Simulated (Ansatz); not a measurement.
Input:

End structure of the (210) surface of bcc Rb in its 1x1 cell, outermost plane spacing 1.27 Å in the ideal cut:

```
CELL_PARAMETERS angstrom
      5.67000     0.00000     0.00000
      0.00000    12.67851     0.00000
      0.00000     0.00000    26.50000
ATOMIC_POSITIONS crystal
  Rb 0.50000 0.28410 0.32365
  Rb 0.00000 0.59548 0.35473
  Rb 0.50000 0.91322 0.38721
  Rb 0.00000 0.19382 0.46909
  Rb 0.50000 0.50000 0.50000
  Rb 0.00000 0.80618 0.53091
  Rb 0.50000 0.08679 0.61279
  Rb 0.00000 0.40452 0.64528
  Rb 0.50000 0.71590 0.67635
```

Set-up: 9 atoms, 10.1 Å thick at the start (thin: gaps and levels are the slab's own); mesh 7x3x1; 0.1 eV smearing; dipole correction on; single point; on the structure that PBE left under its start's symmetry; no spin, no spin-orbit, no U.

Task: Estimate the work function of the top face that r2SCAN, at the PBE geometry in Ansatz (an electronic-structure program) returns for this input.

Result: 2.19 eV

Task: Predict the surface energy (mean of both faces) from r2SCAN, at the PBE geometry.

Result: 6 meV/Å²
